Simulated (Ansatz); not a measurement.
Ansatz (a program for electronic structure), DFT, PBE, plane waves, its default PAW files: fcc Cu, atoms displaced, 4 atoms. Basis and mesh were picked for this test and aren't claimed converged.

- cell: 3.62, 3.62, 3.62 Å; 90, 90, 90°
- distance to the nearest atom: 2.51 to 2.53 Å
- task: single point
- k mesh: 10×10×10
- hamiltonian.xc: pbe
- kind of files: paw
- scf.occupations.method: fermi_dirac
- scf.occupations.width: 0.1 eV
- output.forces: true
- memory maximum (--max-ram): 200GiB
- accuracy: medium (default)
- basis.precision: auto (default)
- basis.xc_grid: 2 (default)
- scf.eigensolver.kind: auto (default)
- scf.mixing.algorithm: auto (default)
- scf.mixing.preconditioner: auto (default)
- scf.convergence.dr2_threshold: 1e-07 (default)
- scf.lower_state_search: light (default)
- k-points after symmetry: 504
- bands at the start: 43
- electrons: 76
- plane waves at Γ: 925
- cutoff (eV): 420
- FFT grid: 25×25×25
- symmetry operations: 1

Machine A. Hardware: AMD EPYC (Zen 5), 96 cores on 1 socket, no SMT, 12 L3 cache groups.

Machine B. Hardware: Intel Xeon 6 (Granite Rapids), 96 cores on 1 socket, 2 hardware threads a core, 3 L3 cache groups, 3 NUMA nodes.

Each time is the median wall time of two to five repeats, run one at a time on the otherwise empty machine; start-up is included. Unless noted, each process is bound to its own block of adjacent cores. The times hold for this build (release build for x86-64 with AVX-512, one process with threads). Scratch files lie in a memory file system.

On machine A:

| run | wall time on A |
|---|---|
| 32 threads, --pin auto (default) | 1.1 s |
| 16 threads, free to use the whole host (workers bound by the program), --pin on | 1.6 s |
| 32 threads, free to use the whole host (workers bound by the program), --pin auto (default) | 1.1 s |
| 8 threads, spread over cache groups, --pin auto (default) | 2.8 s |
| 24 threads, --pin auto (default) | 1.3 s |
| 64 threads, --pin auto (default) | 0.90 s |
| 48 threads, --pin auto (default) | 0.97 s |
| 16 threads, free to use the whole host (workers unbound), --pin auto | 1.6 s |

What do these runs take on the other node, and does the best choice change?


```
run                                                                                               A      B  B over A
-------------------------------------------------------------------------------------------  ------  -----  --------
32 threads, --pin auto (default)                                                              1.1 s  1.5 s       1.3
16 threads, free to use the whole host (workers bound by the program), --pin on               1.6 s  2.5 s       1.6
32 threads, free to use the whole host (workers bound by the program), --pin auto (default)   1.1 s  1.5 s       1.4
8 threads, spread over cache groups, --pin auto (default)                                     2.8 s  4.6 s       1.6
24 threads, --pin auto (default)                                                              1.3 s  1.8 s       1.4
64 threads, --pin auto (default)                                                             0.90 s  1.0 s       1.1
48 threads, --pin auto (default)                                                             0.97 s  1.2 s       1.2
16 threads, free to use the whole host (workers unbound), --pin auto                          1.6 s  2.5 s       1.6
```

B takes 1.1 to 1.6 times the time of A. The shortest run is 64 threads, --pin auto (default) on both.

Keys are those of Ansatz 0.2.
